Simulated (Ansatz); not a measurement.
## Corundum Ga2O3 (metastable phase)

All values below come from RPBE (Ansatz, an electronic-structure program, PAW).

Numerical settings: plane-wave cutoff 520 eV, 8×8×8 k mesh, Fermi–Dirac smearing 0.01 eV, scalar-relativistic PAW data made under PBE.

Cell (measured lattice):

```yaml
crystal:
  lattice:
    - [0.00000, 2.87520, -4.47667]
    - [2.49000, -1.43760, -4.47667]
    - [-2.49000, -1.43760, -4.47667]
  atoms:
    - { symbol: Ga, position: [0.85561, 0.85561, 0.85561] }
    - { symbol: Ga, position: [0.35561, 0.35561, 0.35561] }
    - { symbol: Ga, position: [0.14439, 0.14439, 0.14439] }
    - { symbol: Ga, position: [0.64439, 0.64439, 0.64439] }
    - { symbol: O, position: [0.44719, 0.05281, 0.75000] }
    - { symbol: O, position: [0.05281, 0.75000, 0.44719] }
    - { symbol: O, position: [0.55281, 0.94719, 0.25000] }
    - { symbol: O, position: [0.25000, 0.55281, 0.94719] }
    - { symbol: O, position: [0.94719, 0.25000, 0.55281] }
    - { symbol: O, position: [0.75000, 0.44719, 0.05281] }
```

For corundum Ga2O3 (metastable phase), the band gap is 2.96 eV (indirect) and the smallest direct gap on the k points sampled is 3.21 eV.

Note: cell and atoms aren't relaxed at this level (largest force component 0.06 eV/Å, pressure 15.4 GPa).

Spin–orbit coupling is not included.

Static lattice: no zero-point or thermal effects.
